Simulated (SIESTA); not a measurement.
A self-consistent single point of As (R-3m, 2 atoms in the cell) with SIESTA.

Method of the run: SIESTA 5.4.2 with GGA PBE, numerical atomic orbitals TZP, PseudoDojo PBE standard norm-conserving potentials (rewritten from UPF to PSML).

```yaml
crystal:
  lattice:
    - [3.69877, -1.88940, 0.00000]
    - [3.69877, 1.88940, 0.00000]
    - [2.73362, 0.00000, 3.12698]
  atoms:
    - { symbol: As, position: [0.23172, 0.23172, 0.23172] }
    - { symbol: As, position: [0.77300, 0.77300, 0.77300] }
```

Reference input (self-consistent single point, DFT, GGA PBE, numerical atomic orbitals TZP, PseudoDojo PBE standard norm-conserving potentials (rewritten from UPF to PSML)): XC.functional = GGA; XC.authors = PBE; potentials = PseudoDojo PBE standard; PAO.BasisSize = TZP; PAO.EnergyShift = 0.01 Ry; MeshCutoff = 300 Ry; kgrid.MonkhorstPack = 5 5 5; OccupationFunction = FD; ElectronicTemperature = 100 meV; MaxSCFIterations = 150; SCF.Mixer.Method = Pulay; SCF.Mixer.Weight = 0.1. This run's input differs from it in these lines:

```diff
@@ -27,8 +27,9 @@
 %block kgrid.MonkhorstPack
-    5   0   0  0.0
-    0   5   0  0.0
-    0   0   5  0.0
+    8   0   0  0.0
+    0   8   0  0.0
+    0   0   8  0.0
 %endblock kgrid.MonkhorstPack
-OccupationFunction           FD
-ElectronicTemperature        100.0 meV
+OccupationFunction           MP
+OccupationMPOrder            0
+ElectronicTemperature        10.0 meV
```

Output (repeated stretches shortened):

```
        iscf     Eharris(eV)        E_KS(eV)     FreeEng(eV)     dDmax    Ef(eV) dHmax(eV)
   scf:    1    -5771.862461    -5769.985734    -5769.985734  0.986988 -2.726536  1.912135
   scf:    2    -5770.035355    -5770.010953    -5770.010953  0.006119 -2.705020  1.662903
   scf:    3    -5770.103779    -5770.071544    -5770.071610  0.034310 -2.985119  0.197000
   scf:    4    -5770.062905    -5770.069715    -5770.069786  0.021431 -2.936661  0.141032
   scf:    5    -5770.076409    -5770.073751    -5770.073817  0.007466 -2.970397  0.019305
   [... 2 lines left out ...]
   scf:    8    -5770.073828    -5770.073829    -5770.073895  0.000103 -2.971424  0.001231
   scf:    9    -5770.073829    -5770.073829    -5770.073895  0.000079 -2.970816  0.000555
   scf:   10    -5770.073829    -5770.073829    -5770.073895  0.000026 -2.971049  0.000025
   scf:   11    -5770.073829    -5770.073829    -5770.073895  0.000001 -2.971059  0.000009
SCF Convergence by DM+H criterion
max |DM_out - DM_in|         :     0.0000014272
max |H_out - H_in|      (eV) :     0.0000088894
SCF cycle converged after 11 iterations

Using DM_out to compute the final energy and forces

siesta: E_KS(eV) =            -5770.0738

siesta: E_KS - E_eggbox =     -5770.0738

siesta: Atomic forces (eV/Ang):
     1    0.384950    0.000000    0.118816
     2   -0.387212   -0.000000   -0.119516
   Tot   -0.002263   -0.000000   -0.000699
   Max    0.387212
   Res    0.233281    sqrt( Sum f_i^2 / 3N )
   Max    0.387212    constrained

Stress tensor Voigt[x,y,z,yz,xz,xy] (kbar):      -29.49      -50.64      -48.62       -0.00        6.53        0.00
(Free)E + p*V (eV/cell)    -5768.9032
Target enthalpy (eV/cell)    -5770.0739

siesta: Program's energy decomposition (eV):
siesta: FreeEng =     -5770.073895

   [... lines left out ...]
siesta:    -0.018405   -0.000000    0.004074
siesta:     0.000000   -0.031604   -0.000000
siesta:     0.004074   -0.000000   -0.030347

siesta: Cell volume =         43.705463 Ang**3

siesta: Pressure (static):
siesta:                Solid            Molecule  Units
siesta:           0.00029173          0.00048435  Ry/Bohr**3
siesta:           0.02678527          0.04447110  eV/Ang**3
siesta:          42.91473431         71.25055599  kBar
```

The run converged in 11 iterations. Against the reference run the free energy rises by 20.3 meV/atom, the pressure goes from 3.98 to 4.29 GPa and the largest force goes from 0.273 to 0.405 eV/Å.

The starting cell has typed, rounded lattice constants, without a prior relaxation at this level. Its lattice was rescaled by up to half a per cent. One atom was moved a little off its site on purpose. Values carry the incompleteness of an atom-centred basis. With a pressure of about 4 GPa the cell is away from its equilibrium volume at this level.

Cost on one core of a shared machine: roughly 30 s.
